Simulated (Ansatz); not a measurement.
Input:

```xyz
16
Lattice="6.3879 0.0000 0.0000 0.0000 6.3879 0.0000 0.0000 0.0000 6.5654" Properties=species:S:1:pos:R:3 pbc="T T T"
Pt     0.0000     0.0000     1.6414
Pt     0.0000     0.0000     4.9241
Pt     0.0000     3.1940     3.2827
Pt     3.1940     0.0000     0.0000
Pt     3.3641     1.6367     3.2827
Pt     3.0238     4.7512     3.2827
Pt     4.7512     3.3641     0.0000
Pt     1.6367     3.0238     0.0000
S      5.1416     1.9550     1.7951
S      1.2464     4.4329     4.7703
S      4.4329     5.1416     5.0778
S      1.9550     1.2464     1.4876
S      1.2464     4.4329     1.7951
S      5.1416     1.9550     4.7703
S      1.9550     1.2464     5.0778
S      4.4329     5.1416     1.4876
```

No spin polarisation.

Computed with Ansatz (an electronic-structure program) PBEsol, scalar-relativistic without spin-orbit coupling. k-mesh 4×4×4 (Γ-centred); smearing 0.05 eV (Fermi–Dirac).

Q: What smallest direct gap does the calculation give?

A: 0.37 eV.

Q: What band gap does the calculation give?

A: 0.27 eV.

Q: What width of the top valence band does the calculation give?

A: 0.64 eV.

Q: Predict the electron mass.

A: 2.3 mₑ along c, 0.62 mₑ across (at Γ).

Spin-orbit coupling, missing from the scalar runs, can matter with Pt. Load acts through the strain it causes; cell and atoms are relaxed under it. Effective masses come from finite differences of ±0.01 Å⁻¹. Stability against distortions was not tested. The cell was made from PtS (space group P4_2/m, No. 84; a cell from a computed database, its experimental status unchecked) by this change: pressure 0.7 GPa. A zero or small gap of PtS can be the functional's error rather than a property of the material.
